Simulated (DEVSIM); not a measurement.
Structure: Ni/SiO2/p-Ge capacitor, at 300 K.

```tsv
layer (left to right)	material	thickness (nm)	Na (cm⁻³)
1	SiO2	2.30	-
2	Ge	2900	4.2e16
```

Metal gate on the left, work function 5.1 eV. Fixed charge at the semiconductor interface -1.4e10 cm⁻² (in units of +e); no interface traps.

This is a model device: material constants are rounded textbook-type values typed into the input, and sizes, dopings and lifetimes were drawn at random. Values at 300 K.

| parameter | SiO2 | Ge |
|---|---|---|
| gap (eV) | 9 | 0.664 |
| affinity (eV) | 0.9 | 4 |
| permittivity | 3.9 | 16 |
| Nc (cm⁻³) | - | 1.04e19 |
| Nv (cm⁻³) | - | 6e18 |

Simulated with DEVSIM: 1D Poisson equation in equilibrium, Boltzmann statistics, complete ionisation; no quantum confinement or tunnelling. Metal contacts follow the ideal Schottky-Mott rule: no Fermi-level pinning, no interface dipoles.

Q: Give the band bending (positive: bands bend down) and minority sheet density.

A: 
```json
[
 {"Vg (V)": "0.3", "ψs (V)": "-0.120", "minority carriers (cm⁻²)": "< 1e8"},
 {"Vg (V)": "0.45", "ψs (V)": "-0.068", "minority carriers (cm⁻²)": "< 1e8"},
 {"Vg (V)": "0.6", "ψs (V)": "0.025", "minority carriers (cm⁻²)": "< 1e8"},
 {"Vg (V)": "0.75", "ψs (V)": "0.152", "minority carriers (cm⁻²)": "< 1e8"},
 {"Vg (V)": "0.9", "ψs (V)": "0.287", "minority carriers (cm⁻²)": "3.9e8"},
 {"Vg (V)": "1.05", "ψs (V)": "0.421", "minority carriers (cm⁻²)": "5.2e10"},
 {"Vg (V)": "1.2", "ψs (V)": "0.501", "minority carriers (cm⁻²)": "6.8e11"}
]
```
